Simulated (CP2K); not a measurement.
CP2K run on LiGe3 (I4/mmm, 4 atoms in the cell): self-consistent single point.

Level of theory: PBEsol, GPW, DZVP-MOLOPT-SR-GTH basis, GTH-PBE potentials (GTH_POTENTIALS) (CP2K 2026.2).

```
CELL_PARAMETERS angstrom
      5.28344     0.00000     0.00000
      2.05483     4.86749     0.00000
     -3.66913    -2.43374     2.92046
ATOMIC_POSITIONS crystal
  Li 0.00000 0.00000 0.00000
  Ge 0.75000 0.25000 0.50000
  Ge 0.25000 0.75000 0.50000
  Ge 0.50000 0.50000 0.00000
```

Reference input (self-consistent single point, DFT PBEsol, GPW, DZVP-MOLOPT-SR-GTH basis, GTH-PBE potentials (GTH_POTENTIALS)): CUTOFF = 400 Ry; REL_CUTOFF = 50 Ry; SMEAR/METHOD = METHFESSEL_PAXTON; SIGMA = 0.136 eV; KPOINTS/SCHEME = MONKHORST-PACK 9 9 9; XC_FUNCTIONAL = PBE:PBESOL; Li/BASIS_SET = DZVP-MOLOPT-SR-GTH; Li/POTENTIAL = GTH-PBE-q3; Ge/BASIS_SET = DZVP-MOLOPT-SR-GTH; Ge/POTENTIAL = GTH-PBE-q4; METHOD = GPW; EPS_DEFAULT = 1e-10. This run's input differs from it in these lines:

```diff
@@ -39,3 +39,3 @@
     &KPOINTS
-      SCHEME MONKHORST-PACK 9 9 9
+      SCHEME MONKHORST-PACK 5 5 5
     &END KPOINTS
```

Output, abridged:

```
 SCF WAVEFUNCTION OPTIMIZATION

  Step     Update method      Time    Convergence         Total energy    Change
     1 NoMix/Diag. 0.20E+00      -     0.71462996       -19.3543357497 -1.94E+01
     2 Broy./Diag. 0.20E+00      -     0.00528039       -19.3454378901  8.90E-03
     3 Broy./Diag. 0.20E+00      -     0.02037730       -19.2051069185  1.40E-01
     4 Broy./Diag. 0.20E+00      -     0.00062977       -19.1844165209  2.07E-02
     5 Broy./Diag. 0.20E+00      -     0.00093128       -19.1798611620  4.56E-03
     6 Broy./Diag. 0.20E+00      -     0.00013008       -19.1806204095 -7.59E-04
     7 Broy./Diag. 0.20E+00      -     0.00012305       -19.1806256684 -5.26E-06
     8 Broy./Diag. 0.20E+00      -     0.00007413       -19.1806455860 -1.99E-05
     9 Broy./Diag. 0.20E+00      -     0.00000325       -19.1806510565 -5.47E-06
    10 Broy./Diag. 0.20E+00      -     0.00000159       -19.1806491765  1.88E-06
    11 Broy./Diag. 0.20E+00      -     0.00000005       -19.1806489560  2.20E-07
  *** SCF run converged in    11 steps ***

  Overlap energy of the core charge distribution:               0.00000000000755
  Self energy of the core charge distribution:                -31.42222541703476
  Core Hamiltonian energy:                                      6.05891174608599
  Hartree energy:                                              11.37611981503678
  Exchange-correlation energy:                                 -5.19339238638863
  Smearing free energy correction:                             -0.00006271374222
  Fermi energy:                                                 0.18094233239481

  Total energy:                                               -19.18064895599583

 ENERGY| Total FORCE_EVAL ( QS ) energy [hartree]            -19.180648685043622

 FORCES| Atomic forces [hartree/bohr]
   [... lines left out ...]

 STRESS| Analytical stress tensor [bar]
 STRESS|                        x                   y                   z
 STRESS|      x       -3.04045721119E+04  -1.31865238090E+04  -6.25339272292E+00
 STRESS|      y       -1.31865238090E+04  -1.92723370525E+04  -4.21164430919E+00
 STRESS|      z       -6.25339272292E+00  -4.21164430919E+00  -1.05307563559E+04
 STRESS| 1/3 Trace                                            -2.00692218401E+04
```

The run converged in 11 iterations. Against the reference run the free energy drops by 6.4 meV/atom and the pressure goes from -2.36 to -2.01 GPa.

The starting cell comes from a database of computed structures (which also holds hypothetical and non-ambient phases and stackings), without a prior relaxation at this level. Its lattice was rescaled by a random factor within 2.5 % of one. Values carry the incompleteness of an atom-centred basis. The potentials were made for another functional than the one used.

Cost on one core of a shared machine: roughly 30 s.
